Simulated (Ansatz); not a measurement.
The starting structures come from a database of crystals and need not be the phases stable at ambient conditions.

By PBEsol, the system below comes out a metal.

Here is the system:

```
CELL_PARAMETERS angstrom
      3.15921     0.00000     0.00000
     -1.57961     2.73596     0.00000
      1.57961     0.91199     2.65687
ATOMIC_POSITIONS crystal
  Ta 0.00000 0.00000 0.00000
  C  0.00000 0.50000 0.50000
```

The cell is strained (lengths along the current scaled by 1.03, ions clamped); by PBEsol it stands under a pressure of -15.0 GPa.

The current flows along the normal of the first two printed cell vectors, the (111) (indices of the unstrained crystal) plane of the conventional cell. No spin-orbit coupling; the value is a mean over 0.1 eV about the Fermi level.

Q: Estimate the ballistic conductance per area that PBEsol (Ansatz, a program for electronic structure) returns for this system.

A: 1.1 × 10¹⁵ S/m² for both spins.
